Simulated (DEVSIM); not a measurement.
Device: illuminated Si n-on-p cell, one wavelength, at 300 K.

Layer 1 from the left is Si, thickness (μm) 0.140, Nd (cm⁻³) 6.8e18, τn (s) 2.3e-6, τp (s) 2e-7, absorption coefficient (cm⁻¹) 2600. Layer 2 from the left is Si, thickness (μm) 190, Na (cm⁻³) 2.5e17, τn (s) 1.1e-5, τp (s) 1.1e-5, absorption coefficient (cm⁻¹) 2600.

Left contact: ohmic, minority hole recombination velocity 20000 cm/s. Right contact: ohmic, minority electron recombination velocity 1e6 cm/s. Voltage is applied to the left contact. Recombination: SRH at mid-gap, radiative, Auger. Gap narrowing is on: ΔEg = 6.92 meV × (l + √(l² + 0.5)), l = ln(N/1.3e17 cm⁻³), shared equally by both band edges. Light enters at the left, 2.6e18 photons cm⁻² s⁻¹, one pass, no reflection. Mobility is μmin + (μ − μmin)/(1 + (N/Nref)^α).

Constants are typed, rounded textbook-type inputs, not results; the design itself was drawn at random and stands for no fabricated device. Values at 300 K.

Si: gap (eV) 1.124, affinity (eV) 4.05, permittivity 11.7, Nc (cm⁻³) 2.86e19, Nv (cm⁻³) 3.1e19, μn (cm²/Vs) 1417, μp (cm²/Vs) 470, μn,min 52, μp,min 45, Nref,n 9.7e16, Nref,p 2.2e17, αn 0.68, αp 0.72, B (cm³/s) 4.7e-15, Cn (cm⁶/s) 2.8e-31, Cp (cm⁶/s) 9.9e-32.

DEVSIM, 1D drift-diffusion, Boltzmann statistics, complete ionisation; no tunnelling, impact ionisation, image-force lowering or self-heating.

Dark forward current:

```
|V| (V)  |J| (A/cm²)
-------  -----------
0.20        3.716e-9
0.25        1.558e-8
0.30        7.968e-8
0.35        4.736e-7
0.40        3.061e-6
0.45        2.058e-5
0.50       0.0001407
0.55       0.0009682
0.60        0.006681
0.65         0.04607
0.70          0.3135
0.75           1.966
0.80           9.098
0.85           26.47
0.90           55.50
0.95           96.78
1.00           150.9
1.05           217.9
1.10           297.6
1.15           389.8
1.20           494.0
1.25           609.5
1.30           735.9
1.35           872.5
1.40            1019
1.45            1175
```

Question: Work out the local ideality factor n = ΔV / (kT/q · ln(J2/J1)) between the rows 0.20 and 0.25 V, 0.55 and 0.60 V, 1.40 and 1.45 V.

Answer: kT/q = 25.85 mV. From 0.20 to 0.25 V: ln(1.558e-8/3.716e-9) = 1.433, n = 1.35. From 0.55 to 0.60 V: ln(0.006681/0.0009682) = 1.932, n = 1.00, near the 1 of diffusion or emission over a barrier. From 1.40 to 1.45 V: ln(1175/1019) = 0.142, n = 13.58.

Question: What current could the absorbed light give at most, and what share is collected?

Answer: Σ αd = 49.4, so qΦ(1 − exp(−Σ αd)) = 417 mA/cm². The simulated short-circuit current is 402.3 mA/cm², a share of 0.97.

Question: Estimate the open-circuit voltage by superposition: the voltage at which the dark current equals that short-circuit current.

Answer: Interpolating ln J in the table gives 0.707 V. The simulation gives 0.706 V, the same within the digits that matter. Superposition holds where collection doesn't change with voltage.

Question: Estimate the fill factor from FF0 = (v − ln(v + 0.72))/(v + 1), v = qVoc/(nkT), with n from the dark curve.

Answer: The rows about Voc, 0.70 and 0.75 V, give n = 1.05, so v = 25.9 and FF0 = 0.841. The simulation gives 0.846, the same within the digits that matter.
